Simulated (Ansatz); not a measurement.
## HgTe: Os on a Te site, symmetric start

Take a 24-atom supercell of HgTe in the zinc blende structure (space group F-43m, No. 216; a = 6.510 Å) at its relaxed geometry as the base.

Now apply this change: one Te atom is replaced by Os, atoms relaxed at fixed cell.

Computed with Kohn–Sham DFT with the PBEsol functional, run in Ansatz (a first-principles code) with PAW and 420 eV plane waves, spin-orbit coupling left out. k-mesh 3×2×3 (Γ-centred); smearing 0.05 eV (Fermi–Dirac).

The pressure goes from zero to -0.7 GPa and the energy gained by relaxation amounts to 0.64 eV. The largest displacement of a host atom from its site in the perfect cell comes out as 0.24 Å and the mean distance from the defect site to its nearest host atoms falls by 0.23 Å to 2.59 Å.

Final structure:

```
CELL_PARAMETERS angstrom
      0.00000     6.50978     6.50978
      6.50978    -6.50978     6.50978
      6.50978     6.50978     0.00000
ATOMIC_POSITIONS crystal
  Os 0.50000 0.24834 0.50000
  Te 0.50545 0.25348 0.99728
  Te 0.66710 0.57975 0.66710
  Te 0.66710 0.57975 0.16580
  Te 0.83333 0.91744 0.83333
  Te 0.83015 0.91685 0.33493
  Te 0.99728 0.25348 0.50545
  Te 0.99728 0.25348 0.99728
  Te 0.16580 0.57975 0.66710
  Te 0.16667 0.58280 0.16667
  Te 0.33493 0.91685 0.83015
  Te 0.33493 0.91685 0.33493
  Hg 0.00134 0.00289 0.00134
  Hg 0.00134 0.00289 0.49732
  Hg 0.16667 0.32887 0.16667
  Hg 0.19417 0.32566 0.65292
  Hg 0.33433 0.66680 0.33433
  Hg 0.33433 0.66680 0.83133
  Hg 0.49732 0.00289 0.00134
  Hg 0.50000 0.01890 0.50000
  Hg 0.65292 0.32566 0.19417
  Hg 0.65292 0.32566 0.65292
  Hg 0.83133 0.66680 0.33433
  Hg 0.83333 0.66739 0.83333
```

In so small a cell the defect repeats every few ångströms: this is an ordered compound, not a dilute defect. The mesh was chosen for an insulator and is coarse for the gapless case. The defect started on the symmetric site and kept its symmetry, so it may sit on a saddle. The final runs are not spin-polarised. The defect cell is not spin-polarised.
